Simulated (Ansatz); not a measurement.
## A computed series for LiNbO3: pressure series

Base system: LiNbO3 (space group R3c, No. 161; a = 5.137 Å, c = 13.887 Å (hexagonal axes)).

Cell and atoms are relaxed at each pressure.

Method: r2SCAN, PAW, 500 eV (Ansatz, a quantum-chemistry and plane-wave program; no SOC), earlier PAW set.

| pressure (GPa) | volume per atom (Å³/atom) |
|---|---|
| -2 | 10.772 |
| -1 | ? |
| 0 | 10.578 |
| 15 | 9.556 |
| 22.5 | 9.187 |
| 30 | 8.868 |

Fit the third-order Birch–Murnaghan form P(V) = (3B₀/2)[(V₀/V)^(7/3) − (V₀/V)^(5/3)]·[1 + (3/4)(B₀′ − 4)((V₀/V)^(2/3) − 1)] (squares taken in P) to the rows shown and predict the withheld row.

Least squares on the printed values gives V₀ = 10.584 Å³/atom, B₀ = 121 GPa, B₀′ = 3.9; this predicts 10.673 Å³/atom, and the run gives 10.672 Å³/atom, in agreement.

Load acts through the strain it causes; cell and atoms are relaxed under it. Whether these cells are dynamically stable was not tested. No other phases were tried under pressure.
